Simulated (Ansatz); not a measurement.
Results of G0W0@PBEsol in Ansatz (plane waves, hard PAW, contour deformation) for AlBN2 (model structure, started from the BeSiN2 type, I-42d, No. 122, 8 atoms in the cell).

The cell is the one relaxed with PBEsol. Conventional cell: a = 4.0866 Å, b = 4.0866 Å, c = 7.6199 Å, α = 90.00°, β = 90.00°, γ = 90.00°.

The quasiparticle gap at Γ at a fixed k mesh 4×4×4:

| response cutoff | value (eV) |
|---|---|
| 150 eV, 488 empty bands | 4.221 |
| 200 eV, 751 empty bands | 4.340 |
| 250 eV, 1049 empty bands | 4.412 |
| 300 eV, 1379 empty bands | 4.456 |

Q: Taking the value to converge with the response cutoff E as E^(−3/2), extrapolate from the last two rows.

A: With y = y∞ + c/w and weights w = 3953 and 5196 for the last two rows, y∞ = (w2 y2 − w1 y1)/(w2 − w1) = (5196 × 4.456 − 3953 × 4.412)/1243 = 4.596 eV, which lies 0.140 beyond the last row. Successive pairs of rows give 4.561, 4.593, 4.596. The limit also hangs on the law assumed, so its last digits aren't firm.

The other settings are not extrapolated, so this is the limit in one setting alone.

A model structure was made by putting elements into a prototype or built by hand; it is no filed structure, need not be a known phase, and can be a saddle point held by its symmetry.

Ansatz is a first-principles code.
